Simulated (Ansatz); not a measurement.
Consider the following.

```
CELL_PARAMETERS angstrom
      4.43705     0.00000     0.00000
      2.21853     3.84260     0.00000
      2.21853    -1.28087     1.78588
ATOMIC_POSITIONS crystal
  Nb 0.00000 0.00000 0.00000
  P  0.00000 0.50000 0.50000
```

No spin polarisation.

Computed with PBE, PAW, 420 eV (Ansatz, a first-principles code; no spin-orbit coupling). Γ-centred 19×19×19 mesh, Fermi–Dirac width 0.1 eV.

Problem. Predict the pressure and band gap.

Solution. The pressure (mean of the normal stresses, compression positive) comes out as -2.2 GPa and the band gap is zero.

The cells carry an imposed strain or load. Whether these cells are dynamically stable was not tested. All final runs are without spin polarisation. The cell was made from NbP in the CsCl type structure (space group Pm-3m, No. 221; a hypothetical phase, not in the database extracts checked) by this change: biaxial strain +0.88 %, plane normal [111], relaxed out of plane.
